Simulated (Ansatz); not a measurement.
The reference is SrTiO3 in the cubic perovskite structure (space group Pm-3m, No. 221; a = 3.8911 Å). Axes: x, y, z lie along the cube axes.

The values are results of PBEsol (Ansatz, a first-principles code; PAW; 420 eV plane waves; no SOC), not measurements.

It is then changed as follows: biaxial strain +0.60 %, plane normal [001], relaxed out of plane (Cartesian); in-plane vectors clamped, the third vector and the atoms free.

How does this affect the out-of-plane strain?

The out-of-plane strain comes out as -0.35 %.

How does this affect the energy relative to the base?

The energy grows by 1.0 meV/atom.

Stability against distortions was not tested. All final runs are without spin polarisation. Many cubic perovskites are stable only at high temperature; tilts and polar distortions were not tested.
